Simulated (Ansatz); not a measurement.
## A computed series for Hf: response to strain

Consider Hf in the hcp (Mg type) structure (space group P6_3/mmc, No. 194; relaxed with 0.1 eV smearing).

```
CELL_PARAMETERS angstrom
      3.19821     0.00000     0.00000
     -1.59911     2.76973     0.00000
      0.00000     0.00000     5.04890
ATOMIC_POSITIONS crystal
  Hf 0.33333 0.66667 0.75000
  Hf 0.66667 0.33333 0.25000
```

Cartesian axes are those of the cell as printed.

Strains are applied to the cell and any free atomic positions relax.

Method: r2SCAN (Ansatz, a quantum-chemistry and plane-wave program; PAW; 500 eV plane waves; scalar-relativistic without spin-orbit coupling), earlier PAW set.

Candidates:
(a) isotropic strain −1.32 %
(b) isotropic strain +3.51 %
(c) uniaxial strain ε_xx = +0.91 %
(d) tensor shear ε_xy = −1.96 %

Notes on the quantities. energy relative to the base: free energy F.

Order them by energy relative to the base, highest first.

(b) isotropic strain +3.51 % (+79 meV/atom), (a) isotropic strain −1.32 % (+12 meV/atom), (d) tensor shear ε_xy = −1.96 % (+6.0 meV/atom), (c) uniaxial strain ε_xx = +0.91 % (+1.1 meV/atom)

No phonon test of stability was made. All final runs are without spin polarisation.
